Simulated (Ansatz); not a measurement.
Consider interstitial C in rock-salt ZrN, neutral cell. Calculation: PBE, PAW (plane waves to 420 eV; Ansatz, an electronic-structure program).

Settings: 64 host sites, the relaxed PBE lattice, a 2×2×2 k-point mesh shifted by half a step, smearing 0.10 eV, spin-restricted, no image-charge correction. No zero-point or tunnelling terms. Sites that were not tried may lie lower. The start lies 0.34 eV above the lowest site run (PBE).

Barriers: single points on a 3×3×3 k-point mesh shifted by half a step at the bands' geometries (they differ from the bands' own by up to 0.06 eV, and are uncertain by about as much).

Relaxed starting cell (atoms counted from 1):

```
CELL_PARAMETERS angstrom
      9.18939     0.00000     0.00000
      0.00000     9.18939     0.00000
      0.00000     0.00000     9.18939
ATOMIC_POSITIONS crystal
  Zr 0.99969 0.99768 0.99747
  Zr 0.00056 0.00009 0.50155
  Zr 0.00059 0.50175 0.99987
  Zr 0.00064 0.49877 0.49860
  Zr 0.49861 0.00009 0.99990
  Zr 0.49890 0.99975 0.49941
  Zr 0.49888 0.49962 0.99957
  Zr 0.49995 0.50106 0.50084
  N  0.12520 0.12465 0.12446
  N  0.25074 0.99909 0.49826
  N  0.25074 0.49846 0.99889
  N  0.25007 0.50117 0.50096
  N  0.75136 0.99909 0.99888
  N  0.74867 0.99975 0.50095
  N  0.74868 0.50114 0.99953
  N  0.74879 0.50104 0.50087
  Zr 0.99794 0.25187 0.25170
  Zr 0.99799 0.25182 0.74552
  Zr 0.99795 0.74573 0.25163
  Zr 0.99782 0.74918 0.74899
  Zr 0.50408 0.25187 0.25164
  Zr 0.50065 0.25202 0.74898
  Zr 0.50071 0.74915 0.25183
  Zr 0.50193 0.74788 0.74768
  N  0.27150 0.27046 0.27025
  N  0.24960 0.25120 0.75128
  N  0.24955 0.75146 0.25101
  N  0.24977 0.74851 0.74830
  N  0.75280 0.24933 0.24912
  N  0.74862 0.24999 0.74882
  N  0.74863 0.74900 0.24978
  N  0.74872 0.74913 0.74894
  Zr 0.25216 0.99766 0.24995
  Zr 0.24975 0.00006 0.75100
  Zr 0.24974 0.50177 0.24905
  Zr 0.25009 0.49965 0.75075
  Zr 0.74806 0.00005 0.24906
  Zr 0.75020 0.99973 0.75074
  Zr 0.75108 0.49880 0.24900
  Zr 0.74877 0.50106 0.74968
  N  0.97939 0.97834 0.27025
  N  0.99864 0.00025 0.75127
  N  0.00051 0.49702 0.24912
  N  0.99985 0.50122 0.74883
  N  0.49838 0.00027 0.25101
  N  0.50133 0.00006 0.74829
  N  0.50082 0.50122 0.24977
  N  0.50066 0.50111 0.74897
  Zr 0.25218 0.25015 0.99748
  Zr 0.24977 0.24925 0.50155
  Zr 0.24975 0.75121 0.99987
  Zr 0.25010 0.75095 0.49944
  Zr 0.74806 0.24924 0.99982
  Zr 0.75104 0.24921 0.49864
  Zr 0.75020 0.75096 0.99952
  Zr 0.74876 0.74988 0.50087
  N  0.97938 0.27042 0.97813
  N  0.00052 0.24933 0.49684
  N  0.99863 0.75147 0.00003
  N  0.99984 0.74901 0.50103
  N  0.49836 0.25120 0.00007
  N  0.50082 0.24999 0.50102
  N  0.50134 0.74849 0.99987
  N  0.50068 0.74915 0.50089
  C  0.26376 0.98608 0.98587
```

End state 1 differs by these moves (Å; atoms that move under 0.08 Å are left out):

```csv
atom,element,Δx,Δy,Δz
1,Zr,-0.14,-0.05,-0.05
9,N,0.30,-0.30,-0.30
17,Zr,0.13,-0.13,-0.14
25,N,-0.09,-0.04,-0.04
33,Zr,0.04,-0.04,0.14
41,N,0.04,0.09,-0.04
49,Zr,0.04,0.14,-0.05
57,N,0.04,-0.04,0.09
65,C,-0.16,0.16,0.16
```

Q: What is the computed forward and backward barriers to end state 1 (PBE, PAW)?

A: forward 0.064 eV, backward 0.41 eV; at the saddle point atom 9 has neighbours C at 1.86; 3 N at 2.38; 3 Zr at 2.01, Zr at 2.14 Å. The saddle point's order was not checked, and it lies on a symmetry element of the cell, where a band can be held.
